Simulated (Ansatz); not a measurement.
The reference is BaTiO3 in the cubic perovskite structure (space group Pm-3m, No. 221).

```
CELL_PARAMETERS angstrom
      4.01946     0.00000     0.00000
      0.00000     4.01946     0.00000
      0.00000     0.00000     4.01946
ATOMIC_POSITIONS crystal
  Ba 0.00000 0.00000 0.00000
  Ti 0.50000 0.50000 0.50000
  O  0.00000 0.50000 0.50000
  O  0.50000 0.50000 0.00000
  O  0.50000 0.00000 0.50000
```

Cartesian axes are those of the cell as printed.

All numbers come from PBE in Ansatz (plane waves to 420 eV, PAW, scalar-relativistic without spin-orbit coupling), earlier PAW set.

Modification: the cell is scaled by 0.9700 in all directions, atoms relaxed at fixed cell.

Problem. Predict the stress tensor and what it implies for the stiffness.

Solution. Stress of the strained cell less that of the base (GPa, compression positive):
```
  18.27    0.00    0.00
   0.00   18.27    0.00
   0.00    0.00   18.27
```

Then B = −ΔP/(ΔV/V₀) with ΔV/V₀ = -0.0873 gives secant stiffness values (nonlinear terms included at this strain): B ≈ 209 GPa.

As a check, the harmonic strain energy −½ V₀ Δσ:ε is 67 meV/atom; the computed energy rise is 60 meV/atom.

Whether these cells are dynamically stable was not tested. The final runs are not spin-polarised. Many cubic perovskites are stable only at high temperature; tilts and polar distortions were not tested. This is not the structure that BaTiO3 has at room temperature and ambient pressure.

Ansatz is a program for electronic structure.
